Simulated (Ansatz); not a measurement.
The starting structures come from a database of crystals and need not be the phases stable at ambient conditions.

Inside the gap of an insulator the Bloch states are evanescent, with a wavenumber k + iκ along the transport direction.

Data:

```
PdRb2Br6
1.0
    7.41108     0.00000     0.00000
    0.00000     7.41108     0.00000
    3.70554    -3.70554     5.24043
Rb Pd Br
2 1 6
Direct
  0.25000   0.25000   0.50000
  0.75000   0.75000   0.50000
  0.00000   0.00000   0.00000
  0.76260   0.23740   0.47480
  0.23740   0.76260   0.52520
  0.23740   0.23740   0.00000
  0.76260   0.76260   0.00000
  0.76260   0.23740   0.00000
  0.23740   0.76260   0.00000
```

Space group of this cell: Fm-3m. The cell is taken as given.

Transport runs along the normal of the first two printed cell vectors, the (001) plane of the conventional cell.

The gap is the functional's own. No spin-orbit coupling. Mid-gap values are interpolated on the energy grid.

### Question
Estimate the band gap and the smallest decay constant κ at mid-gap that r2SCAN in Ansatz (a first-principles code) returns for this system.

### Answer
Gap 0.71 eV on a 6×6×6 mesh; κ = 0.179 1/Å, at (0.500, 0.500) of the in-plane reciprocal vectors. At the zone centre, at the nearest computed energy, the slowest state has κ = 0.20 1/Å.
